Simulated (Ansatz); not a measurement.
Given:

End structure of the (110) surface of MnP-type NiSi in its 1x1 cell (cut with top plane 2 Ni, bottom plane 2 Ni), outermost plane spacing 0.53 Å in the ideal cut (one of several cuts of this face), with 2 Ni a cell over the bulk's ratio:

```yaml
crystal:
  lattice:
    - [5.61828, 0.00000, 0.00000]
    - [0.00000, 6.17207, 0.00000]
    - [0.00000, 0.00000, 26.00000]
  atoms:
    - { symbol: Ni, position: [0.68298, 0.35743, 0.31964] }
    - { symbol: Ni, position: [0.19246, 0.89323, 0.32439] }
    - { symbol: Si, position: [0.57687, 0.00875, 0.32992] }
    - { symbol: Si, position: [0.42947, 0.61770, 0.34263] }
    - { symbol: Ni, position: [0.80838, 0.74275, 0.36816] }
    - { symbol: Ni, position: [0.31482, 0.26382, 0.36861] }
    - { symbol: Si, position: [0.93288, 0.38072, 0.38320] }
    - { symbol: Si, position: [0.07586, 0.99338, 0.40245] }
    - { symbol: Ni, position: [0.68778, 0.10817, 0.42136] }
    - { symbol: Ni, position: [0.18981, 0.62725, 0.41903] }
    - { symbol: Si, position: [0.57152, 0.74614, 0.43758] }
    - { symbol: Si, position: [0.41369, 0.34625, 0.45390] }
    - { symbol: Ni, position: [0.81029, 0.47250, 0.46995] }
    - { symbol: Ni, position: [0.31053, 0.98052, 0.47647] }
    - { symbol: Si, position: [0.92164, 0.11147, 0.49383] }
    - { symbol: Si, position: [0.07836, 0.70070, 0.50617] }
    - { symbol: Ni, position: [0.68947, 0.83165, 0.52353] }
    - { symbol: Ni, position: [0.18971, 0.33968, 0.53005] }
    - { symbol: Si, position: [0.58631, 0.46592, 0.54610] }
    - { symbol: Si, position: [0.42848, 0.06603, 0.56242] }
    - { symbol: Ni, position: [0.81019, 0.18492, 0.58097] }
    - { symbol: Ni, position: [0.31222, 0.70400, 0.57864] }
    - { symbol: Si, position: [0.92414, 0.81879, 0.59755] }
    - { symbol: Si, position: [0.06712, 0.43146, 0.61680] }
    - { symbol: Ni, position: [0.68518, 0.54835, 0.63139] }
    - { symbol: Ni, position: [0.19162, 0.06942, 0.63184] }
    - { symbol: Si, position: [0.57053, 0.19447, 0.65737] }
    - { symbol: Si, position: [0.42313, 0.80342, 0.67008] }
    - { symbol: Ni, position: [0.80754, 0.91894, 0.67561] }
    - { symbol: Ni, position: [0.31702, 0.45474, 0.68036] }
```

Set-up: 30 atoms, Ni16Si14, 9.9 Å thick at the start (thin: gaps and levels are the slab's own); mesh 7x6x1; 0.1 eV smearing; dipole correction on; single point; on the structure that PBE left under its start's symmetry; no spin (magnetic order not tried), no spin-orbit, no U.

**Question.** Give the work function of the top face at the level r2SCAN, at the PBE geometry in Ansatz (an electronic-structure program).

**Answer.** 4.51 eV
